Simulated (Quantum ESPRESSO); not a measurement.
**Several settings converged on a (110) slab of Li (cut from a parent of space group no. 229; 3 atoms in the cell)**

```
CELL_PARAMETERS angstrom
      1.75023     2.47521     0.00000
     -1.75023     2.47521     0.00000
      0.00000     0.00000    18.95041
ATOMIC_POSITIONS crystal
  Li 0.00000 0.00000 0.36939
  Li 0.50000 0.50000 0.50000
  Li 0.00000 0.00000 0.63062
```

Base method: PBEsol, GBRV 1.5 ultrasoft (PBESOL) pseudopotentials (plane waves; Quantum ESPRESSO).

Base settings: ecutwfc = 40 Ry; ecutrho = 200 Ry; occupations = smearing; smearing = gauss; degauss = 0.0073499 Ry; mixing_mode = local-TF; potentials = {Li: li_pbesol_v1.4.uspp.F.UPF}; K_POINTS = automatic 8 8 1 0 0 0; conv_thr = 1e-09 Ry; mixing_beta = 0.4.

The count of work is k-points × plane waves × bands × iterations; it is no time. Core times come from one kind of shared machine, to one figure; runs under 30 s give none.

**The vacuum**

The mesh stays at the base's, so the ladder's end is converged at best in this setting alone.

Only quantities that move along the ladder and can be compared are tabulated.

```csv
vacuum between outermost atoms (Å),free energy less the last step's (meV/atom),largest difference of a force vector from the last step's (eV/Å),count of work / last
3.0,-112.10,0.217,0.17
4.0,-74.15,0.256,0.18
5.0,-36.69,0.178,0.23
6.0,-17.25,0.075,0.24
7.0,-7.71,0.028,0.30
8.0,-3.33,0.010,0.35
10.0,-0.62,0.002,0.40
12.0,-0.10,0.001,0.42
14.0,-0.02,0.000,0.47
17.0,0.00,0.001,0.55
20.0,0.00,0.000,0.80
25.0,0.00,0.000,0.86
30.0,0.00,0.000,1.0
```

Smallest vacuum between outermost atoms (Å) that holds the forces within 0.005 eV/Å of the last step, with all finer ones: 10.0, at 0.40 of the last step's count of work; the step before is off by 0.010 eV/Å.

Smallest vacuum between outermost atoms (Å) that holds the free energy within 1 meV/atom of the last step, with all finer ones: 10.0, at 0.40 of the last step's count of work; the step before is off by 3.3 meV/atom.

**The plane-wave cutoff**

Moved along: ecutrho.

The mesh stays at the base's, so the ladder's end is converged at best in this setting alone.

Only quantities that move along the ladder and can be compared are tabulated.

```tsv
ecutwfc	free energy less the last step's (meV/atom)	largest difference of a force vector from the last step's (eV/Å)	count of work / last
20 Ry	649.59	0.034	0.16
24 Ry	146.97	0.003	0.19
28 Ry	28.15	0.001	0.22
34 Ry	1.44	0.000	0.24
40 Ry	0.33	0.000	0.31
48 Ry	0.23	0.000	0.37
60 Ry	0.16	0.000	0.65
80 Ry	0.00	0.000	1.0
```

Coarsest ecutwfc that holds the free energy within 5 meV/atom of the last step, with all finer ones: 34 Ry, at 0.24 of the last step's count of work; the step before is off by 28 meV/atom.

Coarsest ecutwfc that holds the forces within 0.02 eV/Å of the last step, with all finer ones: 24 Ry, at 0.19 of the last step's count of work; the step before is off by 0.034 eV/Å.

**The depth of the slab**

On the (110) slab of Li (cut from a parent of space group no. 229; 1 atoms in the cell), and deeper slabs.

Surface energy = (E_slab − N e_bulk)/2A, with e_bulk from the bulk crystal on its finest mesh (511 k-points); errors per atom of slab and bulk, whose meshes differ, grow with N.

The mesh stays at the base's, so the ladder's end is converged at best in this setting alone.

Only quantities that move along the ladder and can be compared are tabulated.

```csv
atoms,unrelaxed surface energy (J/m²),count of work / last,core time / last (rough)
1,0.517,0.048,–
2,0.521,0.071,–
3,0.520,0.11,–
4,0.523,0.14,0.2
5,0.526,0.19,0.1
6,0.537,0.37,0.3
7,0.539,0.53,0.5
8,0.537,0.49,0.4
9,0.537,0.56,0.6
11,0.558,1.0,1
```

Smallest size that holds the unrelaxed surface energy within 0.01 J/m²: not settled: the last two steps still differ by 0.021 J/m², over half the tolerance, so the ladder does not show it.

On the base run: the starting cell has typed, rounded lattice constants, without a prior relaxation at this level. The slab is cut from that crystal, and its faces are unrelaxed. Its lattice was rescaled by up to half a per cent.
